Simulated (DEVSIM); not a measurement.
Device: In0.52Al0.48As/In0.53Ga0.47As p-n heterojunction, at 250 K.

| layer (left to right) | material | thickness (μm) | Nd (cm⁻³) | Na (cm⁻³) | τn (s) | τp (s) |
|---|---|---|---|---|---|---|
| 1 | In0.52Al0.48As | 0.100 | - | 6.1e17 | 4.8e-9 | 4.8e-9 |
| 2 | In0.53Ga0.47As | 0.290 | 5.6e16 | - | 4.8e-9 | 4.8e-9 |

Left contact: ohmic. Right contact: ohmic. Voltage is applied to the left contact. Recombination: SRH at mid-gap. Mobility is μmin + (μ − μmin)/(1 + (N/Nref)^α).

Constants are typed, rounded textbook-type inputs, not results; the design itself was drawn at random and stands for no fabricated device. Values at 300 K; Nc and Nv go as T^1.5, mobilities as T to minus their exponent, the gap by Varshni's rule with the affinity fixed.

| parameter | In0.52Al0.48As | In0.53Ga0.47As |
|---|---|---|
| gap (eV) | 1.45 | 0.74 |
| affinity (eV) | 4 | 4.51 |
| permittivity | 12.5 | 13.9 |
| Nc (cm⁻³) | 5.1e17 | 2.1e17 |
| Nv (cm⁻³) | 1.1e19 | 7.7e18 |
| μn (cm²/Vs) | 4000 | 12000 |
| μp (cm²/Vs) | 75 | 300 |
| μn,min | 800 | 300 |
| μp,min | 10 | 10 |
| Nref,n | 3e16 | 1.3e17 |
| Nref,p | 1e17 | 4.9e17 |
| αn | 1.1 | 0.48 |
| αp | 0.6 | 0.4 |
| T exponent of μn | 1.5 | 1.6 |
| T exponent of μp | 1.5 | 1.6 |
| Varshni α (eV/K) | 0.00042 | 0.00035 |
| Varshni β (K) | 180 | 190 |

DEVSIM, 1D drift-diffusion, Boltzmann statistics, complete ionisation; no tunnelling, impact ionisation, image-force lowering or self-heating. Band offsets follow the typed affinities; no thermionic-emission limit at abrupt steps, no polarisation charge.

Problem. Give the dark forward current.

Solution. 
(V (V), J (A/cm²)): (0.05, 1.1e-6); (0.10, 4.4e-6); (0.15, 1.6e-5); (0.20, 5.9e-5); (0.25, 0.00024); (0.30, 0.0012); (0.35, 0.0082); (0.45, 0.59); (0.50, 5.5); (0.55, 45); (0.60, 240); (0.65, 770); (0.70, 1900); (0.75, 4000)
